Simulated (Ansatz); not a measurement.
**By hand: reaction energy**

We look at the reaction energy. Reaction: Hf (hcp) + O2 (gas) → HfO2 (Pca2₁). The sign is products less reactants.

HfO2 (Pca2₁), 96 atoms in the cell, the relaxed perfect crystal repeated, atoms not moved again. Conventional cell: a = 5.2936 Å, b = 5.0690 Å, c = 5.1011 Å, α = β = γ = 90.00°.

Ansatz (a quantum-chemistry and plane-wave program) with PAW potentials; structures come from PBE relaxations, nuclei static, no net charge. Ansatz runs with its default PAW set. Other levels take these structures. The lattices are those relaxed with PBE, so at other levels the solids can be strained, which adds to the spread. A dispersion term (D3(BJ), or D4 for r2SCAN) was computed beside these levels and is taken off wherever the name lacks it. The runs are scalar-relativistic, without spin-orbit coupling.

Total energies of the cells in eV, at zero smearing width. They compare only within one column; the weights balance every element.

```json
[
 {"cell": "HfO2 (Pca2₁)", "atoms": "96", "weight": "+1", "PBE": "-539571.18791", "RPBE": "-540076.18787"},
 {"cell": "Hf (hcp)", "atoms": "2", "weight": "−16", "PBE": "-31442.72270", "RPBE": "-31467.56750"},
 {"cell": "O2 (gas)", "atoms": "2", "weight": "−32", "PBE": "-1129.93688", "RPBE": "-1133.88935"}
]
```

PBE: (-539571.18791) − 16 × (-31442.72270) − 32 × (-1129.93688) = -329.645 eV; dividing by 32 gives -10.30 eV.

RPBE: (-540076.18787) − 16 × (-31467.56750) − 32 × (-1133.88935) = -310.649 eV; dividing by 32 gives -9.71 eV.

What follows from the PBE value: Per mole of the reaction as written, -10.301 eV × 96.485 = -993.9 kJ.
